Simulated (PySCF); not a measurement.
PySCF 2.14.0, R2SCAN/def2-tzvp, df: silylarsine ([SiH3][AsH2]), 7 atoms. The geometry is a generated start, not checked to be a minimum at this level.

```json
{
  "task": "energy",
  "method": "r2scan",
  "basis": "def2-tzvp",
  "two_electron_scheme": "density fitting",
  "mol.max_memory": "3000 MB",
  "mf.max_cycle": "100",
  "mf.conv_tol": "1e-09 (default)",
  "mf.grids.level": "3 (default)",
  "basis_functions": "115",
  "grid_points": "88648"
}
```

```xyz
7

Si    -0.8283     0.0817    -0.0900
As     1.4117    -0.1674    -0.6583
H     -1.6592    -0.6877    -1.0262
H     -1.2251     1.4898    -0.2079
H     -1.1818    -0.3598     1.2667
H      1.6366    -1.2287     0.3846
H      1.8462     0.8721     0.3310
```

With the defaults (mf.diis = true, mf.diis_space = 8, mf.DIIS = CDIIS, mf.init_guess = minao, mf.level_shift = 0) it converges in 11 Fock builds. One run each on 2 threads, 1 BLAS thread, with these changes:
- mf.init_guess = sap
- mf.diis_space = 20
- mf.diis = false
- mf.DIIS = EDIIS
- mf.init_guess = huckel
- mf.init_guess = 1e
- mf.diis_space = 5
- mf.level_shift = 0.3 Hartree
- mf.DIIS = ADIIS

### Question
Which runs fail or end elsewhere than the default run?

### Answer
No convergence: mf.diis = false (the run ends without SCF convergence in 100 cycles). The rest reach the solution of the defaults.

```tsv
setting	Fock builds	end
the defaults	11	same solution
mf.diis_space = 5	11	same solution
mf.diis_space = 20	11	same solution
mf.init_guess = sap	13	same solution
mf.init_guess = huckel	13	same solution
mf.DIIS = ADIIS	14	same solution
mf.level_shift = 0.3 Hartree	14	same solution
mf.init_guess = 1e	17	same solution
mf.DIIS = EDIIS	65	same solution
mf.diis = false	101	no convergence
```
